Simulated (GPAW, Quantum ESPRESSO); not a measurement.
A Quantum ESPRESSO input for a self-consistent single point of Nb6OsAu (Pm-3, 8 atoms in the cell) (DFT, LDA (PZ), plane waves, GBRV 1.5 ultrasoft (LDA) pseudopotentials):

```fortran
&control
   calculation = 'scf',
   prefix = 'run',
   outdir = './out',
   pseudo_dir = './',
   tprnfor = .true.,
   tstress = .true.,
/
&system
   ibrav = 1,
   A = 5.178111000,
   nat = 8,
   ntyp = 3,
   ecutwfc = 40,
   ecutrho = 320,
   occupations = 'smearing',
   smearing = 'gauss',
   degauss = 0.0073499,
/
&electrons
   conv_thr = 1.0d-10,
   mixing_beta = 0.5,
/
ATOMIC_SPECIES
Nb    92.9064  nb_lda_v1.uspp.F.UPF
Os   190.2300  os_lda_v1.2.uspp.F.UPF
Au   196.9666  au_lda_v1.uspp.F.UPF
ATOMIC_POSITIONS angstrom
Nb    0.000000000    2.589055500    3.909422024
Nb    0.000000000    2.589055500    1.268688976
Nb    3.909422024    0.000000000    2.589055500
Nb    1.268688976    0.000000000    2.589055500
Nb    2.589055500    3.909422024    0.000000000
Nb    2.589055500    1.268688976    0.000000000
Os    0.000000000    0.000000000    0.000000000
Au    2.589055500    2.589055500    2.589055500
K_POINTS automatic
5 5 5  0 0 0
```

**Question.** Give the GPAW input for the same structure, mesh, smearing and functional.

**Answer.** One input that does it (others would too):

```python
from ase import Atoms
from ase.units import GPa
from gpaw import GPAW

atoms = Atoms(['Nb', 'Nb', 'Nb', 'Nb', 'Nb', 'Nb', 'Os', 'Au'],
              cell=[[5.178111, 0.000000, 0.000000],
                    [0.000000, 5.178111, 0.000000],
                    [0.000000, 0.000000, 5.178111]],
              scaled_positions=[[0.000000, 0.500000, 0.754990],
                                [0.000000, 0.500000, 0.245010],
                                [0.754990, 0.000000, 0.500000],
                                [0.245010, 0.000000, 0.500000],
                                [0.500000, 0.754990, 0.000000],
                                [0.500000, 0.245010, 0.000000],
                                [0.000000, 0.000000, 0.000000],
                                [0.500000, 0.500000, 0.500000]],
              pbc=True)

calc = GPAW(mode={'name': 'pw', 'ecut': 550},
            xc='LDA',
            kpts=(5, 5, 5),
            occupations={'name': 'methfessel-paxton', 'width': 0.1, 'order': 0},
            nbands=-14,
            symmetry={'symmorphic': False, 'tolerance': 0.0005},
            maxiter=120,
            txt='-')

atoms.calc = calc

energy = atoms.get_potential_energy()
print('Energy (eV):', round(energy, 6))
forces = atoms.get_forces()
print('Forces (eV/Ang):')
print(forces.round(5))
stress = atoms.get_stress()
print('Stress (GPa, Voigt):', (stress / GPa).round(4))
```

Basis, cutoffs, solver keys and any potentials are the target program's own. This input uses DFT LDA (Perdew-Wang 92), plane waves, GPAW PAW datasets LDA (gpaw-data 1.0.1). LDA parametrisations can differ slightly between programs.

The starting cell comes from a database of computed structures (which also holds hypothetical and non-ambient phases and stackings), without a prior relaxation at this level. Its lattice was rescaled by a random factor within 2.5 % of one.
